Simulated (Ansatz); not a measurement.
Results of PBE+SOC (Ansatz, an electronic-structure program, PAW) for fluorite PbF2 (high-temperature phase).

Numerical settings: plane-wave cutoff 520 eV, 10×10×10 k mesh, Fermi–Dirac smearing 0.01 eV, PAW data made under PBE.

The volume scan:

```csv
V (Å³/atom),E − E_lowest (meV/atom),P (GPa)
16.906,15.14,4.77
17.265,6.46,2.99
17.625,1.55,1.41
17.985,0.00,0.00
18.344,1.44,-1.26
18.704,5.55,-2.38
19.064,12.04,-3.38
```

Estimate the bulk modulus and its pressure derivative from these points.

V0 = 17.984 Å³/atom, B0 = 66.6 GPa, B′ = 4.8 (fit to the energies at full precision).

Measured, for comparison: bulk modulus 64 GPa, equilibrium volume per atom 17.46 Å³/atom (temperature not stated, not corrected to a static lattice; as tabulated in Cadelano and Cappellini (2011), arXiv:1107.5962). Computed (rounded) less measured: bulk modulus +4 %, equilibrium volume per atom +3.0 %. A static lattice is as a rule a little smaller and stiffer than an uncorrected measurement, which narrows the difference in the bulk modulus and would widen misses of the other sign.

Static lattice: no zero-point or thermal effects.
